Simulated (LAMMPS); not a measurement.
Molecular dynamics of a melt of Al (fcc) with 25 % of Al sites Co, 2048 atoms, cooled from 1600 K to 300 K at 1e+13 K/s, at zero pressure.

Computed with classical MD, pair style eam/alloy, file CoAl.eam.alloy (LAMMPS).

### Question
What does the simulation give for the coordination number of Co by Al, the most common Co-Al-Co angle, the coordination number of Co by Co, the volume per atom?

### Answer
coordination number of Co by Al: 8.8 (counted to 3.38 Å); most common Co-Al-Co angle: in the 3° bin centred on 61.5° (mean of all 94°); coordination number of Co by Co: 2.73 (counted to 3.46 Å); volume per atom: 15.1 Å³ (one sample).
